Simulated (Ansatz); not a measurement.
The starting structures come from a database of crystals and need not be the phases stable at ambient conditions.

By PBEsol, the system below comes out a metal.

A figure of merit of an interconnect metal is its ballistic conductance per area.

Data:

```
CELL_PARAMETERS angstrom
      3.66745     0.00000     0.00000
      0.00000     9.90698     0.00000
      0.00000     4.95349     1.99696
ATOMIC_POSITIONS crystal
  Sc 0.75000 0.86079 0.00000
  Sc 0.25000 0.13921 0.00000
  Si 0.75000 0.58056 0.00000
  Si 0.25000 0.41944 0.00000
```

The cell is taken as given; by PBEsol it stands under a pressure of -2.8 GPa.

The current flows along the normal of the first two printed cell vectors. No spin-orbit coupling; the value is a mean over 0.1 eV about the Fermi level.

Problem. Give the ballistic conductance per area that PBEsol (Ansatz, a quantum-chemistry and plane-wave program) yields.

Solution. 0.27 × 10¹⁵ S/m² for both spins.
